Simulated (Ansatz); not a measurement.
```yaml
crystal:
  lattice:
    - [16.50000, 0.00000, 0.00000]
    - [0.00000, 16.50000, 0.00000]
    - [0.00000, 0.00000, 2.51566]
  atoms:
    - { symbol: B, position: [0.66152, 0.54344, 0.50000] }
    - { symbol: N, position: [0.64940, 0.58642, 0.00000] }
    - { symbol: B, position: [0.58349, 0.64492, 0.00000] }
    - { symbol: N, position: [0.54453, 0.66674, 0.50000] }
    - { symbol: B, position: [0.45656, 0.66152, 0.50000] }
    - { symbol: N, position: [0.41358, 0.64940, 0.00000] }
    - { symbol: B, position: [0.35508, 0.58349, 0.00000] }
    - { symbol: N, position: [0.33326, 0.54453, 0.50000] }
    - { symbol: B, position: [0.33848, 0.45656, 0.50000] }
    - { symbol: N, position: [0.35060, 0.41358, 0.00000] }
    - { symbol: B, position: [0.41651, 0.35508, 0.00000] }
    - { symbol: N, position: [0.45547, 0.33326, 0.50000] }
    - { symbol: B, position: [0.54344, 0.33848, 0.50000] }
    - { symbol: N, position: [0.58642, 0.35060, 0.00000] }
    - { symbol: B, position: [0.64492, 0.41651, 0.00000] }
    - { symbol: N, position: [0.66674, 0.45547, 0.50000] }
```

Level of theory: PBE (plane waves to 420 eV, PAW; Ansatz, a first-principles code). Mesh 1×1×12. No spin polarisation. It repeats along c; a and b span vacuum. An idealised model, rolled from the flat sheet. Only distortions within the start's symmetry and period were free.

Problem. Tabulate the two highest filled and two lowest empty levels along the axis, from the valence top.

Solution. 
| k (2π/c) | v2 (eV) | v1 (eV) | c1 (eV) | c2 (eV) |
|---|---|---|---|---|
| 0.000 | -1.40 | -0.63 | 4.60 | 4.89 |
| 0.042 | -1.51 | -0.60 | 4.64 | 4.90 |
| 0.083 | -1.54 | -0.52 | 4.77 | 4.93 |
| 0.125 | -1.41 | -0.41 | 4.95 | 4.98 |
| 0.167 | -1.25 | -0.28 | 4.97 | – |
| 0.208 | -1.06 | -0.15 | 4.95 | – |
| 0.250 | -0.88 | -0.05 | 4.90 | – |
| 0.292 | -0.70 | 0.00 | 4.82 | – |
| 0.333 | -0.58 | -0.05 | 4.77 | 4.93 |
| 0.375 | -0.55 | -0.23 | 4.72 | 4.72 |
| 0.417 | -0.65 | -0.54 | 4.64 | 4.64 |
| 0.458 | -0.89 | -0.89 | 4.38 | 4.38 |
| 0.500 | -1.01 | -1.00 | 4.29 | 4.29 |
A dash stands for levels within 1 eV of the vacuum level or above it.
